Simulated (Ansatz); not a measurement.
Defect calculation: Pd on the Ag site in fcc Ag

Method: PBE, PAW (plane waves to 420 eV; Ansatz, a program for electronic structure). Details: 32-site cell; 6×6×6 shifted k-points; start: the Ag site; not converged in cell size; the relaxation kept the symmetry of the starting site.

Neighbours after relaxation, in Å: of the Pd atom: Ag 2.91, Ag 2.91, Ag 2.91, Ag 2.91, Ag 2.91, Ag 2.91, Ag 2.91, Ag 2.91 (the shell may go on).

Formation energies E_f are those of the neutral cell. Chemical conditions: host crystal and elements as references (Δμ(Ag) = 0.00 eV, Δμ(Pd) = 0.00 eV; Pd taken from its element, since no compound that bounds it was computed at this level; only phases computed here count, gases as isolated molecules at 0 K). Reference phases: Ag: fcc Ag, Pd: fcc Pd.

| charge | moment (μB) | point group | largest move off a lattice site (Å) | E_f, host crystal and elements as references (eV) |
|---|---|---|---|---|
| 0 | not spin-polarised | Oh | 0.02 | -0.22 |

Point groups are those of the whole cell at tolerances of 0.03 and 0.1 Å ("near" where only the looser one holds); none is given for unsettled states.

All states together cost about 4 core-minutes (a rough figure).
